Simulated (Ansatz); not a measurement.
# Cohesive energy of Rh (P6₃/mmc, No. 194, 4 atoms in the cell; start mp-1186916; another form than the element's usual one) at several levels of theory

No measured value is used here.

```tsv
level (code)	value (eV/atom)	cell (Å³/atom)
LDA (Ansatz)	7.57	13.25
PBEsol (Ansatz)	6.66	13.53
r²SCAN (Ansatz)	5.42	13.74
```

Free atoms are spin-polarised, in the lowest state found; at levels without +SOC their spin–orbit coupling is left out.  LDA, PBEsol, r²SCAN: the run has no spin polarisation, so it can have missed a magnetic state. LDA, PBEsol, r²SCAN: the relaxation could not lower the start's symmetry, so the cell can be a saddle point above a distorted one. Each level is taken at its own relaxed cell. Cutoffs differ between the levels. Ansatz's density-functional and Hartree–Fock values are scalar-relativistic unless marked +SOC, with PAW data made under PBE.

A start named mp-… is a Materials Project structure, which need not be a measured phase.

Ansatz is a quantum-chemistry and plane-wave program.
